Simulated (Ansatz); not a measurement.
Functionals compared on the (0001) surface of hcp Lu in its 1x1 cell, outermost plane spacing 2.73 Å in the ideal cut, in Ansatz (plane waves, PAW). The structure was relaxed with PBE; the other rows are single points on it, each with its references at the same level. Cutoff 420 eV (500 eV for r2SCAN).

Model: 5-atom slab, 10.9 Å thick at the start, 12x12x1 mesh, Fermi-Dirac 0.1 eV, dipole correction, all atoms relaxed; start symmetry kept, larger cells not searched; no spin, no spin-orbit, no U. These notes are the PBE run's.

| functional | surface energy (J/m²) | work function of the top face (eV) | rough cost of the single point |
|---|---|---|---|
| PBE | 1.15 | 3.48 | – |
| LDA | 1.32 | 3.63 | very roughly 27 core-seconds |
| PBEsol | 1.28 | 3.53 | very roughly 24 core-seconds |
| r2SCAN | 1.29 | 3.56 | very roughly 60 core-seconds |

Ansatz is a program for electronic structure.
